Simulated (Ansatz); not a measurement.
Cell and atoms of amorphous hafnium silicate (Si24O50Hf):

```yaml
crystal:
  lattice:
    - [10.54594, -0.19047, 0.07025]
    - [-0.19047, 10.28545, -0.07629]
    - [0.07025, -0.07629, 10.38932]
  atoms:
    - { symbol: Si, position: [0.31461, 0.02555, 0.77705] }
    - { symbol: Si, position: [0.48574, 0.43320, 0.23813] }
    - { symbol: Si, position: [0.52363, 0.10321, 0.57448] }
    - { symbol: Si, position: [0.90275, 0.93435, 0.23391] }
    - { symbol: Si, position: [0.16539, 0.05703, 0.27671] }
    - { symbol: Si, position: [0.05869, 0.60641, 0.57627] }
    - { symbol: Si, position: [0.20844, 0.28501, 0.89641] }
    - { symbol: Si, position: [0.66911, 0.92720, 0.39566] }
    - { symbol: Si, position: [0.87141, 0.78440, 0.45771] }
    - { symbol: Si, position: [0.69260, 0.26107, 0.73512] }
    - { symbol: Si, position: [0.14056, 0.09843, 0.57320] }
    - { symbol: Si, position: [0.22692, 0.38179, 0.61929] }
    - { symbol: Si, position: [0.48104, 0.52089, 0.51774] }
    - { symbol: Si, position: [0.68422, 0.55441, 0.74690] }
    - { symbol: Si, position: [0.54499, 0.64079, 0.01213] }
    - { symbol: Si, position: [0.03508, 0.62849, 0.88481] }
    - { symbol: Si, position: [0.69397, 0.89494, 0.04000] }
    - { symbol: Si, position: [0.31442, 0.74292, 0.55256] }
    - { symbol: Si, position: [0.30868, 0.74952, 0.86217] }
    - { symbol: Si, position: [0.83290, 0.79854, 0.82637] }
    - { symbol: Si, position: [0.88691, 0.02816, 0.66564] }
    - { symbol: Si, position: [0.22417, 0.34322, 0.17005] }
    - { symbol: Si, position: [0.98873, 0.36136, 0.03796] }
    - { symbol: Si, position: [0.40227, 0.96925, 0.37204] }
    - { symbol: O, position: [0.07758, 0.39268, 0.16612] }
    - { symbol: O, position: [0.29431, 0.97102, 0.26060] }
    - { symbol: O, position: [0.41511, 0.68221, 0.94532] }
    - { symbol: O, position: [0.62901, 0.25072, 0.87896] }
    - { symbol: O, position: [0.11449, 0.46121, 0.54939] }
    - { symbol: O, position: [0.31713, 0.90782, 0.87969] }
    - { symbol: O, position: [0.35097, 0.88302, 0.49277] }
    - { symbol: O, position: [0.58333, 0.55469, 0.62996] }
    - { symbol: O, position: [0.28156, 0.34798, 0.02173] }
    - { symbol: O, position: [0.60910, 0.76833, 0.08609] }
    - { symbol: O, position: [0.03420, 0.61324, 0.72950] }
    - { symbol: O, position: [0.20322, 0.99641, 0.67093] }
    - { symbol: O, position: [0.28214, 0.15544, 0.85819] }
    - { symbol: O, position: [0.12621, 0.04412, 0.42790] }
    - { symbol: O, position: [0.45034, 0.04489, 0.70183] }
    - { symbol: O, position: [0.52104, 0.54293, 0.13110] }
    - { symbol: O, position: [0.54086, 0.46186, 0.38373] }
    - { symbol: O, position: [0.99238, 0.49571, 0.95708] }
    - { symbol: O, position: [0.17497, 0.68917, 0.92039] }
    - { symbol: O, position: [0.36955, 0.43046, 0.58329] }
    - { symbol: O, position: [0.32951, 0.42477, 0.25464] }
    - { symbol: O, position: [0.83674, 0.89191, 0.09979] }
    - { symbol: O, position: [0.58791, 0.24374, 0.61884] }
    - { symbol: O, position: [0.53686, 0.91746, 0.31397] }
    - { symbol: O, position: [0.41203, 0.65160, 0.47494] }
    - { symbol: O, position: [0.92726, 0.64779, 0.50722] }
    - { symbol: O, position: [0.16526, 0.71177, 0.52330] }
    - { symbol: O, position: [0.33206, 0.72374, 0.70748] }
    - { symbol: O, position: [0.94540, 0.81232, 0.32039] }
    - { symbol: O, position: [0.63604, 0.00434, 0.53042] }
    - { symbol: O, position: [0.22236, 0.23312, 0.56848] }
    - { symbol: O, position: [0.70740, 0.86597, 0.88584] }
    - { symbol: O, position: [0.84652, 0.30446, 0.07264] }
    - { symbol: O, position: [0.91705, 0.92584, 0.77853] }
    - { symbol: O, position: [0.64167, 0.03867, 0.06850] }
    - { symbol: O, position: [0.88288, 0.91942, 0.54597] }
    - { symbol: O, position: [0.78264, 0.13444, 0.71418] }
    - { symbol: O, position: [0.92459, 0.72771, 0.92581] }
    - { symbol: O, position: [0.77775, 0.68464, 0.72591] }
    - { symbol: O, position: [0.00256, 0.13030, 0.63218] }
    - { symbol: O, position: [0.55072, 0.30208, 0.18095] }
    - { symbol: O, position: [0.21322, 0.19883, 0.22984] }
    - { symbol: O, position: [0.62747, 0.56929, 0.89572] }
    - { symbol: O, position: [0.06144, 0.25396, 0.94507] }
    - { symbol: O, position: [0.75365, 0.41210, 0.73059] }
    - { symbol: O, position: [0.21045, 0.38643, 0.77664] }
    - { symbol: O, position: [0.03462, 0.01695, 0.19974] }
    - { symbol: O, position: [0.43435, 0.11142, 0.44576] }
    - { symbol: O, position: [0.78532, 0.00604, 0.31516] }
    - { symbol: O, position: [0.71798, 0.78003, 0.42581] }
    - { symbol: Hf, position: [0.67124, 0.22709, 0.05811] }
```

Methods: PBE, scalar-relativistic without spin-orbit coupling (Ansatz, a program for electronic structure); r2SCAN, scalar-relativistic without spin-orbit coupling (Ansatz); HSE06, scalar-relativistic without spin-orbit coupling (Ansatz). Neutral PBE cell, which sets geometry, pressure and energy: sampling: a 2×2×2 Γ-centred mesh; Fermi-Dirac width 0.02 eV; no spin polarisation. Exact exchange is cut at the faces of this 10 Å cell, which leaves hybrid gaps a finite-size error.

Preparation: random packing, a CHGNet melt and quench, and a DFT relaxation. O atoms were pushed apart under 1.9 Å during the dynamics, to hinder bonds among them. The hot cell started wider than the set density and was brought back towards it in steps. It is the lowest in DFT energy of 2 quenches. It is a model cell: composition and starting density were chosen by hand, and all elements were melted together. No dispersion term was used. Its density started from a set value of 2.44 and ended at 2.44 g/cm³. The simulated quench (nominally 320 K/ps over its main leg) is rapid and tends to freeze in more defects than a deposited or slowly cooled glass has. Values belong to this one cell and scatter from quench to quench. The volume was held where the preparation left it and the shape relaxed.

Question: Give the pressure, the energy against reference phases and the spacing of the highest filled and lowest empty levels.

Answer: 
```json
{
  "Pressure on a 2×2×2 Γ-centred mesh": "6.9 kbar",
  "Largest force and stress component on that mesh (the relaxation ran on the zone centre alone)": "0.02 eV/Å and 0.7 GPa",
  "Energy relative to alpha cristobalite + HfSiO4 (I4_1/amd) (lowest mix at this level among the phases computed, not always the ambient ones)": "0.104 eV/atom",
  "Level gap on a 2×2×2 Γ-centred mesh (PBE)": "5.17 eV",
  "Level gap at the zone centre (PBE)": "5.19 eV",
  "Level gap at the zone centre (r2SCAN)": "5.85 eV",
  "Level gap at the zone centre (HSE06)": "6.98 eV",
  "Distance between the nearest levels spread over more than a fifth of the atoms or a third of the atoms of their main element (six at least) (PBE, zone centre)": "5.26 eV"
}
```

Question: At PBE and the zone centre, how localised are the states just below and above the Fermi level (participation number: the atoms over which a state spreads)?

Answer: The highest filled state is spread over 7.4 atoms' worth, largest on O56, with weights by element (charge in smoothed Voronoi cells) O 0.97, Si 0.03, Hf 0.00. The lowest empty state is spread over 49.5 atoms' worth, largest on Hf75, with weights by element (charge in smoothed Voronoi cells) O 0.70, Si 0.23, Hf 0.07.

At PBE the levels at the filled edge of the gap are localised (band-tail or defect states).

Cut-offs for bonds: Si-Si 2.60 Å, Si-O 1.90 Å, Si-Hf 2.89 Å, O-O 1.58 Å, O-Hf 2.65 Å, Hf-Hf 3.34 Å. Two cations that share two anions don't count as bonded, nor two that share one unless they lie closer than Si-Si 2.38 Å, Si-Hf 2.81 Å, Hf-Hf 3.25 Å.

Added carriers, by PBE, scalar-relativistic without spin-orbit coupling (Ansatz) on the zone centre alone. Charged cells keep the cell fixed and stand in a uniform background, with no image correction, at a width of 0.01 eV; where the count is odd the moment is locked at 1 μB, unless the neutral cell bore moments. Each starts from the undistorted neutral geometry alone. PBE's self-interaction favours spread-out carriers, so it can miss traps that a hybrid finds.

Question: What happens at PBE when the cell takes an extra electron and the atoms relax?

Answer: Relaxation lowers the charged cell by 0.08 eV. The largest moves are O59 0.25 Å, O57 0.21 Å, O65 0.17 Å, O28 0.16 Å. The level that holds the added charge spreads over 9.2 atoms' worth, most on Hf75 (weight 0.30): a partly localised carrier. No bond crosses its cut-off with a change of over 0.15 Å (metal-metal contacts aside). Made neutral again at that geometry, the cell lies +0.37 eV from the neutral start.

Question: What happens at PBE when the cell takes a hole and the atoms relax?

Answer: Relaxation lowers the charged cell by 0.04 eV. The largest moves are O49 0.10 Å, O36 0.08 Å, O58 0.08 Å, O31 0.07 Å. The level that was emptied spreads over 22.1 atoms' worth, most on O56 (weight 0.12): a carrier spread over the cell. No bond crosses its cut-off with a change of over 0.15 Å (metal-metal contacts aside). Made neutral again at that geometry, the cell lies +0.09 eV from the neutral start.
